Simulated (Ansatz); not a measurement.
SiC under load (space group Imm2), r2SCAN with spin-orbit coupling, rigid bands run with Ansatz (a quantum-chemistry and plane-wave program). Condition of this run: uniaxial stress along [110] of -2 GPa (compression positive) (the target of the relaxation). Band gap 1.68 eV, N_c = 7.28e18 cm⁻³ and N_v = 8.65e19 cm⁻³ at 300 K, conductivity masses along x (a = (0.00, 2.18, 2.18) Å; b = (2.18, 0.00, 2.18) Å; c = (2.19, 2.19, 0.00) Å) of 0.263 mₑ (electrons) and 0.675 mₑ (holes). Take k_BT = 0.02585 eV.

Task: What built-in voltage has an abrupt junction with N_A = 1e16 and N_D = 1e18 cm⁻³, all dopants ionised?

Result: V_bi = E_g/e − (k_BT/e) ln(N_c N_v/(N_A N_D)) = 1.68 − 0.02585 × 11.05 = 1.39 V, for the computed gap.

Task: A film of it is 3 nm thick, with its normal along the direction named. Estimate the confinement energies in an infinite well.

Result: ħ²π²/(2m t²) = 0.376 eV·nm²/(m/mₑ × t²) gives 159 meV for electrons and 61.9 meV for holes, so the gap would widen to about 1.90 eV. Finite barriers and nonparabolic bands lower this, and with several valleys or bands the heaviest mass along the normal sets the lowest level, not this average.

Task: What thermal injection velocity √(2k_BT/πm) limits a ballistic channel along the direction named?

Result: 1.05e7 cm/s for electrons and 6.55e6 cm/s for holes, a ratio of √(m_h/m_e) = 1.60, for dilute carriers.

Rigid bands with the computed gap; masses take one relaxation time for all states.
